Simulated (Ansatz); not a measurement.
Input:

```yaml
crystal:
  lattice:
    - [0.07880, 2.10708, 2.10708]
    - [2.10708, 0.07880, 2.10708]
    - [2.18589, 2.18589, 0.00000]
  atoms:
    - { symbol: O, position: [0.00000, 0.00000, 0.00000] }
    - { symbol: Mg, position: [0.50000, 0.50000, 0.50000] }
```

No spin polarisation.

Level of theory: PBEsol in Ansatz (plane waves to 420 eV, PAW, no spin-orbit coupling). Γ-centred 13×13×13 mesh, Fermi–Dirac width 0.05 eV.

Question: Predict the band gap and pressure.

Answer: 
- Band gap = 4.27 eV
- Pressure (mean of the normal stresses, compression positive) = 0.27 GPa

The cells carry an imposed strain or load. Stability against distortions was not tested. The cell was made from MgO in the rock salt structure (space group Fm-3m, No. 225) by this change: tensor shear ε_xy = +3.74 %.

Ansatz is an electronic-structure program.
